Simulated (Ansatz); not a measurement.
Data:

```
ZnSe
1.0
    0.00000     2.83273     2.71800
    2.83273     0.00000     2.71800
    2.83273     2.83273     0.00000
Se Zn
1 1
Direct
  0.75000   0.75000   0.75000
  0.00000   0.00000   0.00000
```

No spin polarisation.

All numbers come from r2SCAN, PAW, 500 eV (Ansatz, a quantum-chemistry and plane-wave program; scalar-relativistic without spin-orbit coupling). Settings: 10×10×10 k-points, 0.05 eV Fermi–Dirac smearing.

Q: What gap character does the calculation give?

A: Direct at Γ.

Q: Estimate the electron mass.

A: 0.13 mₑ (at Γ).

Q: Estimate the band gap.

A: 1.94 eV.

The cells carry an imposed strain or load. Effective masses come from finite differences of ±0.01 Å⁻¹. Whether these cells are dynamically stable was not tested. The cell was made from ZnSe in the zinc blende structure (space group F-43m, No. 216) by this change: uniaxial strain ε_zz = −4.05 %.
